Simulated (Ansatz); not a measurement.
For Pt3Ga (within 0.1 Å of Pm-3m, No. 221, 8 atoms in the cell; start mp-1078666), LDA (PAW; Ansatz, a program for electronic structure) gives:

```
Quantity               Result
---------------  ------------
bulk modulus          266 GPa
cohesive energy  6.65 eV/atom
```

**Question.** What does r²SCAN (PAW; Ansatz) give for the same quantities?

**Answer.** 
- bulk modulus: 240 GPa (drops by 9.8 %)
- cohesive energy: 5.43 eV/atom (falls by 1.22 eV/atom)

Changes are worked out from the printed values.

Unless a cell is named, each level is at its own relaxed cell (LDA 14.42, r²SCAN 14.92 Å³/atom).

Levels without +SOC leave out spin–orbit coupling, which shifts energies and cells of such heavy elements.

The crystal itself was run without spin with r²SCAN; a magnetic state was not tried in these runs.

Caveats: the bulk modulus is −V dP/dV from two relaxed cells at ±2 % in volume (LDA, r²SCAN); the relaxation could not lower the start's symmetry, so the cell can be a saddle point above a distorted one (LDA, r²SCAN). Ansatz's density-functional and Hartree–Fock values are scalar-relativistic unless marked +SOC, with PAW data made under PBE.

A start named mp-… is a Materials Project structure, which need not be a measured phase.
